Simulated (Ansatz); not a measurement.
Response to strain in BAs

Start from BAs in the zinc blende structure (space group F-43m, No. 216).

```yaml
crystal:
  lattice:
    - [0.00000, 2.38395, 2.38395]
    - [2.38395, 0.00000, 2.38395]
    - [2.38395, 2.38395, 0.00000]
  atoms:
    - { symbol: B, position: [0.00000, 0.00000, 0.00000] }
    - { symbol: As, position: [0.25000, 0.25000, 0.25000] }
```

Cartesian axes are those of the cell as printed.

Strains are applied to the cell and any free atomic positions relax; under biaxial strain the out-of-plane vector relaxes too.

Computed with PBEsol (Ansatz, an electronic-structure program; PAW; 420 eV plane waves; no SOC).

Candidates:
(a) biaxial strain +0.42 %, plane normal [111], relaxed out of plane
(b) biaxial strain −2.08 %, plane normal [111], relaxed out of plane
(c) biaxial strain −1.25 %, plane normal [111], relaxed out of plane
(d) biaxial strain −2.50 %, plane normal [111], relaxed out of plane

Before the change:

The band gap comes out as 1.08 eV.

Task: Order them by band gap, lowest first.

Result: (d) biaxial strain −2.50 %, plane normal [111], relaxed out of plane (0.88 eV), (b) biaxial strain −2.08 %, plane normal [111], relaxed out of plane (0.92 eV), (c) biaxial strain −1.25 %, plane normal [111], relaxed out of plane (1.00 eV), (a) biaxial strain +0.42 %, plane normal [111], relaxed out of plane (1.06 eV)

Whether these cells are dynamically stable was not tested.
